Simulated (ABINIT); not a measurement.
# Refining one setting for Zr3Cu (Pm-3m, 4 atoms in the cell)

```yaml
crystal:
  lattice:
    - [4.20847, 0.00000, 0.00000]
    - [0.00000, 4.20847, 0.00000]
    - [0.00000, 0.00000, 4.20847]
  atoms:
    - { symbol: Zr, position: [0.50000, 0.50000, 0.00000] }
    - { symbol: Zr, position: [0.00000, 0.50000, 0.50000] }
    - { symbol: Zr, position: [0.50000, 0.00000, 0.50000] }
    - { symbol: Cu, position: [0.00000, 0.00000, 0.00000] }
```

Method: PBEsol, PAW (JTH v2.0 PBE PAW, files made for PBE) (plane waves; ABINIT).

The starting cell comes from a database of computed structures (which also holds hypothetical and non-ambient phases and stackings), without a prior relaxation at this level. Its lattice was rescaled by a random factor within 2.5 % of one. Spin polarisation is off. The potentials were made for another functional than the one used. In the base run, with a pressure of about 3 GPa the cell is away from its equilibrium volume at this level.

Held fixed: pseudos = [Zr.GGA_PBE-JTH.xml, Cu.GGA_PBE-JTH.xml]; ixc = -116133; occopt = 3; tsmear = 0.1 eV; ngkpt = 5 5 5; nshiftk = 1; shiftk = 0 0 0; potentials = JTH v2.0 PBE PAW; nband = 36; kptopt = 1; nstep = 80; tolvrs = 1e-10. Moved along with it: pawecutdg.

ΔF is the free energy per atom less that of the last row (52 Ha).

These are the values that this program gave, and no reference: the one-centre exchange-correlation terms come from a truncated expansion.

```csv
ecut,ΔF (meV/atom),pressure (GPa),plane waves,iterations
12 Ha,179.3,-1.79,1006,21
15 Ha,85.6,2.02,1400,23
18 Ha,46.4,2.00,1845,23
21 Ha,18.8,2.56,2338,24
24 Ha,7.9,3.04,2854,25
27 Ha,6.0,3.17,3397,21
30 Ha,4.5,3.15,3975,21
34 Ha,1.81,3.17,4794,20
39 Ha,0.59,3.27,5884,20
45 Ha,0.39,3.23,7283,24
52 Ha,0.00,3.25,9039,18
```

Energy within 0.5 meV/atom of the last row: from ecut = 45 Ha on; the one before it is off by 0.59 meV/atom. Only the last setting checks this, so the series should go further.
